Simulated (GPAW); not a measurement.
## GPAW run on V3Pt (Pm-3m, 4 atoms in the cell): self-consistent single point

Computed with PBEsol, GPAW PAW datasets PBEsol (made by gpaw-setup) (plane waves; GPAW).

Input:

```python
from ase import Atoms
from ase.units import GPa
from gpaw import GPAW, PW

atoms = Atoms(['V', 'V', 'V', 'Pt'],
              cell=[[3.810671, 0.000000, 0.000000],
                    [0.000000, 3.810671, 0.000000],
                    [0.000000, 0.000000, 3.810671]],
              positions=[[1.905336, 1.905336, 0.000000],
                         [0.000000, 1.905336, 1.905336],
                         [1.905336, 0.000000, 1.905336],
                         [0.000000, 0.000000, 0.000000]],
              pbc=True)

atoms.set_initial_magnetic_moments([2.0, 2.0, 2.0, 0.0])

calc = GPAW(spinpol=True,
            mode=PW(850),
            xc='PBEsol',
            kpts=(7, 7, 7),
            occupations={'name': 'methfessel-paxton', 'width': 0.136, 'order': 0},
            nbands=-10,
            convergence={'density': 1e-05},
            symmetry={'symmorphic': False, 'tolerance': 0.0005},
            maxiter=100,
            txt='-')

atoms.calc = calc

energy = atoms.get_potential_energy()
print('Energy (eV):', round(energy, 6))
forces = atoms.get_forces()
print('Forces (eV/Ang):')
print(forces.round(5))
stress = atoms.get_stress()
print('Stress (GPa, Voigt):', (stress / GPa).round(4))
```

Log, with long lists cut:

```
Input parameters:
  convergence: {density: 1e-05}
  kpts: [7 7 7]
  maxiter: 100
  mode: {ecut: 850.0,
         name: pw}
  nbands: -10
  occupations: {name: methfessel-paxton,
                order: 0,
                width: 0.136}
  spinpol: True
  symmetry: {symmorphic: False,
             tolerance: 0.0005}
  xc: PBEsol

species:
  V:
    name: Vanadium
    Z: 23.0
    valence: 13
    core: 10
    charge: 0.0
    file: V.PBEsol.gz

    # Using partial waves for V as LCAO basis

  Pt:
    name: Platinum
    Z: 78.0
    valence: 16
    core: 62
    charge: 0.0
    file: Pt.PBEsol.gz

    # Using partial waves for Pt as LCAO basis

Reference energy: -577613.806625  # eV

Spin-polarized calculation.
Initial magnetic moment: 6.000000

Convergence criteria:
 Maximum [total energy] change in last 3 cyles: 0.0005 eV / valence electron
 Maximum integral of absolute [dens]ity change: 1e-05 electrons / valence electron
 Maximum integral of absolute [eigenst]ate change: 4e-08 eV^2 / valence electron
 Maximum number of scf [iter]ations: 100

Symmetries present (total): 48
Symmetries with fractional translations: 0
343 k-points: 7 x 7 x 7 Monkhorst-Pack grid
20 k-points in the irreducible part of the Brillouin zone
       k-points in crystal coordinates                weights
   0:     0.00000000    0.00000000    0.00000000          1/343
   1:     0.14285714    0.00000000    0.00000000          6/343
   2:     0.14285714    0.14285714    0.00000000         12/343
   [... 7 lines left out ...]
          ...
  19:     0.42857143    0.42857143    0.42857143          8/343

Wave functions: Plane wave expansion
  Cutoff energy: 850.000 eV
  Number of coefficients (min, max): 3086, 3135
  Pulay-stress correction: 0.000000 eV/Ang^3 (de/decut=0.000000)

Occupation numbers: Methfessel-Paxton:
  width: 0.1360  # eV
  order: 0

Eigensolver

Densities:
  Coarse grid: 27*27*27 grid
  Fine grid: 54*54*54 grid
  Total Charge: 0.000000

Density mixing:
  Method: difference
  Backend: pulay
  Linear mixing parameter: 0.05
  old densities: 5
  Damping of long wavelength oscillations: 50

Hamiltonian:
  XC and Coulomb potentials evaluated on a 54*54*54 grid
  External potential:
    NoExternalPotential

XC parameters: PBEsol with 2 nearest neighbor stencil

Number of atoms: 4
Number of atomic orbitals: 51
Number of bands in calculation: 40
Number of valence electrons: 55
Bands to converge: occupied

Density initialized from atomic densities
  40 bands from LCAO basis set

Atomic positions and initial magnetic moments

Positions:
   0 V      1.905336    1.905336    0.000000    ( 0.0000,  0.0000,  2.0000)
   1 V      0.000000    1.905336    1.905336    ( 0.0000,  0.0000,  2.0000)
   2 V      1.905336    0.000000    1.905336    ( 0.0000,  0.0000,  2.0000)
   3 Pt     0.000000    0.000000    0.000000    ( 0.0000,  0.0000,  0.0000)

Unit cell:
           periodic     x           y           z      points  spacing
  1. axis:    yes    3.810671    0.000000    0.000000    27     0.1411
  2. axis:    yes    0.000000    3.810671    0.000000    27     0.1411
  3. axis:    yes    0.000000    0.000000    3.810671    27     0.1411

  Lengths:   3.810671   3.810671   3.810671
  Angles:   90.000000  90.000000  90.000000

Effective grid spacing dv^(1/3) = 0.1411

     iter     time        total  log10-change:  magmom
                         energy   eigst   dens
iter:   1 --:--:--   -38.727317                   +6.0136
iter:   2 --:--:--   -37.694105   -0.32  -1.29    +3.8990
iter:   3 --:--:--   -36.761905   -0.83  -1.36    +1.1028
iter:   4 --:--:--   -35.815772   -0.97  -1.48    +0.9191
iter:   5 --:--:--   -35.705840   -1.93  -1.81    +0.7964
iter:   6 --:--:--   -35.763016   -3.07  -1.95    +0.7469
iter:   7 --:--:--   -35.796627   -1.44  -1.90    +0.6641
iter:   8 --:--:--   -35.665197   -1.92  -2.00    +0.8213
iter:   9 --:--:--   -35.638629   -2.60  -2.61    +0.1200
iter:  10 --:--:--   -35.639932c  -3.81  -3.08    +0.4003
iter:  11 --:--:--   -35.639847c  -3.89  -3.19    +0.3382
iter:  12 --:--:--   -35.640420c  -4.22  -2.94    +0.1303
iter:  13 --:--:--   -35.640370c  -4.11  -2.89    +0.0604
iter:  14 --:--:--   -35.640405c  -3.90  -3.11    +0.0130
iter:  15 --:--:--   -35.640397c  -5.35  -3.81    -0.0001
iter:  16 --:--:--   -35.640431c  -5.41  -3.91    -0.0011
iter:  17 --:--:--   -35.640437c  -6.52  -3.82    -0.0022
iter:  18 --:--:--   -35.640401c  -5.81  -3.78    -0.0020
iter:  19 --:--:--   -35.640413c  -5.68  -4.02    -0.0020
iter:  20 --:--:--   -35.640410c  -6.31  -3.98    -0.0018
iter:  21 --:--:--   -35.640412c  -6.72  -4.30    -0.0016
iter:  22 --:--:--   -35.640412c  -7.57c -4.56    -0.0007
iter:  23 --:--:--   -35.640412c  -8.16c -4.76    -0.0002
iter:  24 --:--:--   -35.640409c  -7.87c -4.84    -0.0000
iter:  25 --:--:--   -35.640409c  -9.21c -4.93    +0.0000
iter:  26 --:--:--   -35.640410c  -8.62c -4.97    +0.0000
iter:  27 --:--:--   -35.640409c  -9.58c -5.23c   +0.0000

Converged after 27 iterations.

Dipole moment: (0.000005, 0.000005, 0.000005) |e|*Ang

Total magnetic moment: (0.000000, 0.000000, 0.000002)
Local magnetic moments:
   0 V  ( 0.000000,  0.000000,  0.000000)
   1 V  ( 0.000000,  0.000000,  0.000000)
   2 V  ( 0.000000,  0.000000,  0.000000)
   3 Pt ( 0.000000,  0.000000,  0.000000)

Energy contributions relative to reference atoms: (reference = -577613.806625)

Kinetic:        -22.148846
Potential:      +15.745327
External:        +0.000000
XC:             -29.171490
Entropy (-ST):   -0.065703
Local:           -0.032549
SIC:             +0.000000
--------------------------
Free energy:    -35.673261
Extrapolated:   -35.640409

Spin contamination: 0.000000 electrons
Showing only first 2 kpts
                      Up                     Down
 Kpt  Band  Eigenvalues  Occupancy  Eigenvalues  Occupancy
  0    25     11.24285    0.00000     11.24285    0.00000
  0    26     11.24285    0.00000     11.24285    0.00000
  0    27     12.99384    0.00000     12.99384    0.00000
  0    28     12.99384    0.00000     12.99384    0.00000

  1    25     10.94195    0.00000     10.94195    0.00000
  1    26     11.29355    0.00000     11.29355    0.00000
  1    27     11.80579    0.00000     11.80579    0.00000
  1    28     11.80579    0.00000     11.80579    0.00000

Fermi level: 10.45097

No gap
No difference between direct/indirect transitions
Energy (eV): -35.640409

Forces in eV/Ang:
  0 V    -0.00000   -0.00000   -0.00000
  1 V    -0.00000    0.00000    0.00000
  2 V     0.00000   -0.00000   -0.00000
  3 Pt    0.00000   -0.00000    0.00000

Stress tensor:
     0.021327     0.000000     0.000000
     0.000000     0.021327     0.000000
     0.000000     0.000000     0.021327
Stress (GPa, Voigt): [3.4169 3.4169 3.4169 0.     0.     0.    ]
```

The run converged in 27 iterations. GPAW prints stress with tension positive.

The starting cell comes from a database of computed structures (which also holds hypothetical and non-ambient phases and stackings), without a prior relaxation at this level. Its lattice was rescaled by a random factor within 2.5 % of one. Spin-orbit coupling is off. The starting moments vanished: the run ended non-magnetic, which need not be the lowest state. With a pressure of about -3 GPa the cell is away from its equilibrium volume at this level.

Cost on one core of a shared machine: roughly 3 min.
